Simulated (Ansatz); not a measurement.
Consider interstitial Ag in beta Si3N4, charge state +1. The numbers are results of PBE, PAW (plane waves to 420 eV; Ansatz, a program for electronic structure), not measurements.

84-site cell at the relaxed PBE lattice, the Γ point alone, smearing 0.01 eV, spin-restricted, no finite-size correction. Static, classical nuclei. The charge state is imposed; whether it is stable for some Fermi level was not computed. Sites that were not tried may lie lower.

Barriers: single points on a 2×2×2 k-point mesh shifted by half a step along c at the bands' geometries.

Relaxed starting cell (atoms counted from 1):

```
CELL_PARAMETERS angstrom
     15.32742     0.00000     0.00000
     -3.83185     6.63697     0.00000
      0.00000     0.00000     8.77980
ATOMIC_POSITIONS crystal
  Si 0.20511 0.17791 0.25166
  Si 0.20287 0.17576 0.58282
  Si 0.20506 0.17784 0.91400
  Si 0.70139 0.17424 0.24960
  Si 0.70274 0.17604 0.58282
  Si 0.70142 0.17430 0.91601
  Si 0.11871 0.41187 0.08285
  Si 0.11493 0.40562 0.41705
  Si 0.11495 0.40563 0.74868
  Si 0.61369 0.40274 0.08281
  Si 0.61482 0.40513 0.41645
  Si 0.61484 0.40518 0.74920
  Si 0.41264 0.23019 0.24996
  Si 0.41203 0.23002 0.58283
  Si 0.41263 0.23020 0.91568
  Si 0.91108 0.23165 0.25125
  Si 0.91176 0.22984 0.58285
  Si 0.91112 0.23167 0.91443
  Si 0.29988 0.82670 0.08282
  Si 0.29745 0.82390 0.41642
  Si 0.29745 0.82387 0.74920
  Si 0.79237 0.82266 0.08282
  Si 0.79642 0.82337 0.41698
  Si 0.79646 0.82345 0.74875
  Si 0.08862 0.76442 0.08284
  Si 0.08830 0.76900 0.41690
  Si 0.08830 0.76897 0.74878
  Si 0.58655 0.76902 0.08280
  Si 0.58783 0.76951 0.41648
  Si 0.58784 0.76954 0.74912
  Si 0.38555 0.59535 0.24993
  Si 0.38509 0.59433 0.58279
  Si 0.38554 0.59530 0.91567
  Si 0.88411 0.59190 0.25135
  Si 0.88528 0.59487 0.58283
  Si 0.88415 0.59195 0.91429
  N  0.33417 0.33447 0.24925
  N  0.33304 0.33329 0.58283
  N  0.33414 0.33440 0.91646
  N  0.83230 0.33321 0.24853
  N  0.83351 0.33434 0.58280
  N  0.83233 0.33323 0.91701
  N  0.16903 0.66863 0.08287
  N  0.16675 0.66571 0.41597
  N  0.16676 0.66572 0.74982
  N  0.66436 0.66319 0.08289
  N  0.66660 0.66583 0.41599
  N  0.66662 0.66590 0.74969
  N  0.14953 0.32973 0.24982
  N  0.14791 0.32739 0.58285
  N  0.14960 0.32985 0.91590
  N  0.64886 0.32952 0.24935
  N  0.64921 0.32981 0.58282
  N  0.64893 0.32969 0.91630
  N  0.48332 0.29593 0.08281
  N  0.48392 0.29774 0.41640
  N  0.48394 0.29779 0.74925
  N  0.98467 0.29801 0.08286
  N  0.98366 0.29762 0.41597
  N  0.98368 0.29750 0.74969
  N  0.33437 0.96792 0.24976
  N  0.33423 0.96733 0.58282
  N  0.33442 0.96793 0.91585
  N  0.83339 0.96788 0.24944
  N  0.83461 0.96762 0.58285
  N  0.83343 0.96791 0.91626
  N  0.35169 0.67061 0.08281
  N  0.35095 0.67011 0.41615
  N  0.35100 0.67016 0.74944
  N  0.85252 0.67544 0.08282
  N  0.85211 0.67267 0.41603
  N  0.85207 0.67262 0.74961
  N  0.16387 0.03178 0.08284
  N  0.16503 0.03173 0.41591
  N  0.16501 0.03171 0.74974
  N  0.66522 0.03129 0.08278
  N  0.66561 0.03219 0.41632
  N  0.66558 0.03223 0.74932
  N  0.01592 0.69753 0.24919
  N  0.01630 0.70185 0.58285
  N  0.01594 0.69749 0.91649
  N  0.51612 0.70234 0.24992
  N  0.51606 0.70154 0.58280
  N  0.51612 0.70230 0.91568
  Ag 0.99990 0.00060 0.08371
```
Cell charge +1.

End state 1 differs by these moves (Å; atoms that move under 0.08 Å are left out):

```json
[
 {"atom": "85", "element": "Ag", "Δx": "0.01", "Δy": "-0.01", "Δz": "-1.48"}
]
```

Task: What forward and backward barriers to end state 1 does PBE, PAW give?

Result: forward 0.076 eV, backward 0.076 eV; at the saddle point atom 85 has neighbours 2 N at 2.51, 2 N at 2.53, 2 N at 2.54, 2 N at 3.26; 2 Si at 2.83, 2 Si at 2.84, 2 Si at 2.85 Å. The saddle point's order was not checked, and it lies on a symmetry element of the cell, where a band can be held.
